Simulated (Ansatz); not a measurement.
The reference is PbSe in the rock salt structure (space group Fm-3m, No. 225; a = 6.1016 Å). Axes: x, y, z lie along the cube axes.

It is then changed as follows: compressive biaxial strain of 2.28 % in the plane normal to [001], as in epitaxy on a mismatched substrate; the out-of-plane cell vector and the atoms relax.

Levels (all Ansatz, a first-principles code, PAW): PBEsol (420 eV, no SOC); r2SCAN (500 eV, no SOC).

The geometry is relaxed with PBEsol.

```
Quantity          Result
---------------  -------
PBEsol band gap     zero
PBEsol pressure  2.6 GPa
```

Problem. How does going to r2SCAN change the band gap and pressure?

Solution. The band gap goes from zero to 0.35 eV; the pressure increases by 2.4 GPa, from 2.6 GPa to 5.0 GPa.

Single points use the geometry relaxed with PBEsol. Their cutoffs differ, which shifts pressures a little. Spin-orbit coupling, missing from the scalar runs, can matter with Pb. Whether these cells are dynamically stable was not tested. The final runs are not spin-polarised. Gaps under 0.05 eV, about the width of the smearing, are given as zero. A zero or small gap of PbSe can be the functional's error rather than a property of the material.
